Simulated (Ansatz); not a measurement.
# A series of runs on Cs₂AgSbCl₆ (Fm-3m, 10 atoms in the cell)

```
Cs2AgSbCl6
1.0
    0.00000     5.24506     5.24506
    5.24506     0.00000     5.24506
    5.24506     5.24506     0.00000
Cs Ag Sb Cl
2 1 1 6
Direct
  0.25000   0.25000   0.25000
  0.75000   0.75000   0.75000
  0.50000   0.50000   0.50000
  0.00000   0.00000   0.00000
  0.74910   0.25090   0.25090
  0.25090   0.74910   0.74910
  0.25090   0.74910   0.25090
  0.74910   0.25090   0.74910
  0.25090   0.25090   0.74910
  0.74910   0.74910   0.25090
```

Base run A: PBEsol, default PAW files made with PBE run with Ansatz (an electronic-structure program), self-consistent single point.

Its settings: basis.ecutwfc = 420 eV; kpoints.mp_grid.grid = 4 4 4; hamiltonian.xc = pbesol; hamiltonian.pseudopotentials = {kind: paw} (the program's default PAW files); scf.occupations.method = methfessel_paxton; scf.occupations.width = 0.05 eV.

The starting cell was generated: these elements placed on a structure prototype, without a prior relaxation; it need not be a known phase or ordering of this composition. Spin-orbit coupling is off. Ansatz's pressure includes its estimate of the finite-basis (Pulay) stress.

ΔF is the free energy per atom less that of run A. 

| run | scf.mixing.algorithm, scf.mixing.beta | ΔF (meV/atom) | pressure (GPa) | largest force (eV/Å) | gap on the mesh (eV) | iterations |
|---|---|---|---|---|---|---|
| A | default (the program chose MSR1), default | 0.00 | 0.73 | 0.049 | 1.068 | 7 |
| B | anderson, 0.02 | 0.00 | 0.73 | 0.049 | 1.068 | 20 |
| C | anderson, 0.05 | 0.00 | 0.73 | 0.049 | 1.068 | 13 |
| D | anderson, 0.1 | 0.00 | 0.73 | 0.049 | 1.068 | 13 |
| E | anderson, 0.2 | 0.00 | 0.73 | 0.049 | 1.068 | 10 |
| F | anderson, 0.3 | 0.00 | 0.73 | 0.049 | 1.068 | 9 |
| G | anderson, 0.5 | 0.00 | 0.73 | 0.049 | 1.068 | 8 |
| H | anderson, 0.7 | 0.00 | 0.73 | 0.049 | 1.068 | 7 |
| I | anderson, 0.9 | 0.00 | 0.73 | 0.049 | 1.068 | 7 |
| J | anderson, 1 | 0.00 | 0.73 | 0.049 | 1.068 | 7 |

Runs B, C, D, E, F, G, H, I, J gave the same state as A (within 1 meV/atom). The fewest iterations to that state were 7 (A, H, I, J); the most were 20.

Keys are those of Ansatz 0.2.
